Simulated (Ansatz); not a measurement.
We consider La (Im-3m, No. 229, 1 atom in the cell; start mp-10023; high-temperature phase), described by PBEsol (Ansatz, a first-principles code, PAW).

Run with plane-wave cutoff 520 eV, 18×18×18 k mesh, Fermi–Dirac smearing 0.05 eV, spin-polarised start, scalar-relativistic PAW data made under PBE.

Cell (relaxed at this level):

```yaml
crystal:
  lattice:
    - [-2.05726, 2.05726, 2.05726]
    - [2.05726, -2.05726, 2.05726]
    - [2.05726, 2.05726, -2.05726]
  atoms:
    - { symbol: La, position: [0.00000, 0.00000, 0.00000] }
```

Problem. Give the computed bulk modulus B0.

Solution. 
* **bulk modulus B0**: 28.0 GPa

The run finds no gap.

Note: the magnetic order was assumed, not searched for or taken from measurement; the bulk modulus is −V dP/dV from two relaxed cells at ±2 % in volume; the relaxation could not lower the start's symmetry, so the cell can be a saddle point above a distorted one.

Spin–orbit coupling is not included.

Static lattice: no zero-point or thermal effects.

Cost on a shared machine: about 80 core-seconds (a rough figure).

A start named mp-… is a Materials Project structure, which need not be a measured phase.
